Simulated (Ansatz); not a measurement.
# A computed series for hypothetical P6_3/mmc PbI2: pressure series

The parent structure is PbI$_{2}$ in the 2H-MoS2 type structure (space group P6_3/mmc, No. 194; a = 4.398 Å, c = 14.845 Å; a hypothetical phase, not in the database extracts checked).

Cell and atoms are relaxed at each pressure.

All numbers come from PBE-D3(BJ) in Ansatz (plane waves to 420 eV, PAW, without spin-orbit coupling), earlier PAW set.

Notes on the quantities. enthalpy: H = E + PV relative to the base's energy.

```csv
variant,density,band gap,c/a ratio,enthalpy
base,6.16 g/cm³,1.99 eV,3.376,–
pressure 0.3 GPa,6.29 g/cm³,1.85 eV,3.365,+0.08 eV/atom
pressure 0.7 GPa,___,___,3.361,+0.18 eV/atom
pressure 1.5 GPa,6.69 g/cm³,1.40 eV,3.369,+0.37 eV/atom
pressure 3 GPa,7.08 g/cm³,0.93 eV,3.404,+0.72 eV/atom
pressure 5 GPa,7.51 g/cm³,0.39 eV,3.472,+1.15 eV/atom
pressure 7.5 GPa,7.99 g/cm³,zero,___,+1.67 eV/atom
pressure 10 GPa,8.43 g/cm³,zero,___,+2.15 eV/atom
```

### Question
What belongs in the blanks?

### Answer

- pressure 0.7 GPa, density: 6.43 g/cm³
- pressure 0.7 GPa, band gap: 1.69 eV
- pressure 7.5 GPa, c/a ratio: 3.559
- pressure 10 GPa, c/a ratio: 3.648

A case with no gap was solved on a k-mesh chosen for an insulator, which is coarse for it. With I and Pb present, leaving out spin-orbit coupling can change the band edges. Load acts through the strain it causes; cell and atoms are relaxed under it. No phonon test of stability was made. Competing high-pressure phases were not computed. The final runs are not spin-polarised. The zero or small gap of PbI2 under pressure 7.5 GPa and PbI2 under pressure 10 GPa can change with the level of theory.

Ansatz is an electronic-structure program.
